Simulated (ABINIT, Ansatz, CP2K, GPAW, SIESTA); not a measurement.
**Code comparison for NaCl (Fm-3m, 2 atoms in the cell)**

Band-structure calculation.

```yaml
crystal:
  lattice:
    - [0.00000, 2.75076, 2.75076]
    - [2.75076, 0.00000, 2.75076]
    - [2.75076, 2.75076, 0.00000]
  atoms:
    - { symbol: Na, position: [0.00000, 0.00000, 0.00000] }
    - { symbol: Cl, position: [0.50000, 0.50000, 0.50000] }
```

Shared settings, as Ansatz (a program for electronic structure) writes them: kpoints.mp_grid.grid = 8 8 8; scf.occupations.method = fermi_dirac; scf.occupations.width = 0.02 eV. Potentials and cutoffs stand in the table.

```json
[
 {"code": "CP2K", "model": "PBE, GPW, DZVP-MOLOPT-SR-GTH basis, GTH-PBE potentials (GTH_POTENTIALS)", "gap along the path (eV)": "5.37", "smallest direct gap (eV)": "5.37", "cutoff": "grid 950 Ry"},
 {"code": "SIESTA", "model": "GGA PBE, numerical atomic orbitals DZP, PseudoDojo PBE standard norm-conserving potentials (rewritten from UPF to PSML)", "gap along the path (eV)": "5.49", "smallest direct gap (eV)": "5.49", "cutoff": "grid 350 Ry"},
 {"code": "Ansatz", "model": "PBE, default PAW files", "gap along the path (eV)": "5.41", "smallest direct gap (eV)": "5.41", "cutoff": "420 eV"},
 {"code": "ABINIT", "model": "PBE, norm-conserving pseudopotentials (PseudoDojo nc-sr-05 PBE standard)", "gap along the path (eV)": "5.41", "smallest direct gap (eV)": "5.41", "cutoff": "88 Ry"},
 {"code": "GPAW", "model": "PBE, GPAW PAW datasets PBE (gpaw-data 1.0.1)", "gap along the path (eV)": "5.42", "smallest direct gap (eV)": "5.42", "cutoff": "850 eV"}
]
```

The spread over the programs that give each value: gap along the path within 0.12 eV; smallest direct gap within 0.12 eV.

CP2K and SIESTA use small atom-centred bases, whose incompleteness enters pressures, forces and empty levels differently from a plane-wave cutoff.

The starting cell comes from a database of computed structures (which also holds hypothetical and non-ambient phases and stackings), without a prior relaxation at this level. Its lattice was rescaled by a random factor within 2.5 % of one.

Left out of this page: Quantum ESPRESSO, Elk and FLEUR (not drawn, or without a comparable value).

Keys are those of Ansatz 0.2.
